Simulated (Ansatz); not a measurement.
The parent structure is HgS in the zinc blende structure (space group F-43m, No. 216; a = 5.992 Å).

All numbers come from PBE (Ansatz, a quantum-chemistry and plane-wave program; PAW; 420 eV plane waves; scalar-relativistic without spin-orbit coupling).

Base values:

| Quantity | Result |
|---|---|
| Pressure | 0.0 GPa |
| Band gap | zero |

The change: every lattice vector is stretched by 2.00 %, atoms relaxed at fixed cell.

Estimate the effect on the pressure, energy relative to the base and band gap.

The pressure goes from zero to -2.6 GPa; the energy grows by 14 meV/atom; the band gap remains zero.

A case with no gap was solved on a k-mesh chosen for an insulator, which is coarse for it. Spin-orbit coupling, missing from the scalar runs, can matter with Hg. The cells carry an imposed strain or load. Stability against distortions was not tested. The final runs are not spin-polarised. A zero or small gap of HgS can be the functional's error rather than a property of the material.
